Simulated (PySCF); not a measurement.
PySCF 2.14.0, PBE/def2-svp, df: CN(C)[SiH2][SiH2]F, 16 atoms. The geometry is a generated start, not checked to be a minimum at this level.

task: energy
method: pbe
basis: def2-svp
two-electron scheme: density fitting
mol.max_memory: 3000 MB
mf.max_cycle: 100
mf.init_guess: minao (default)
mf.DIIS: CDIIS (default)
mf.diis_space: 8 (default)
mf.conv_tol: 1e-09 (default)
mf.grids.level: 3 (default)
basis functions: 142
grid points: 192840

```xyz
16

Si     2.5324     0.3907     0.2199
F      2.8906    -0.5175     1.5060
Si     0.7062    -0.4577    -0.8854
N     -0.7346    -0.2222     0.0296
C     -1.9336    -0.9639    -0.2674
C     -1.0202     1.0023     0.7314
H      3.7649     0.3117    -0.5585
H      2.4614     1.7260     0.8158
H      0.6450     0.1481    -2.2425
H      0.7428    -1.9121    -1.0988
H     -2.5926    -0.4155    -0.9510
H     -1.6749    -1.9137    -0.7248
H     -2.4866    -1.1560     0.6569
H     -1.5504     0.7827     1.6621
H     -0.0989     1.5243     0.9710
H     -1.6515     1.6727     0.1355
```

One run each on 2 threads, 1 BLAS thread. Values of level_shift (Hartree) tried: 0 (default), 0.1, 0.3, 1.

### Question
Which value of level_shift (Hartree) needs the fewest Fock builds, and what happens away from it?

### Answer
Fewest Fock builds, within one of each other: 0 (default) with 13, 0.1 with 12. The count rises to 51 at 1. All converge to one solution.

| level_shift (Hartree) | Fock builds | end |
|---|---|---|
| 0 (default) | 13 | same solution |
| 0.1 | 12 | same solution |
| 0.3 | 15 | same solution |
| 1 | 51 | same solution |
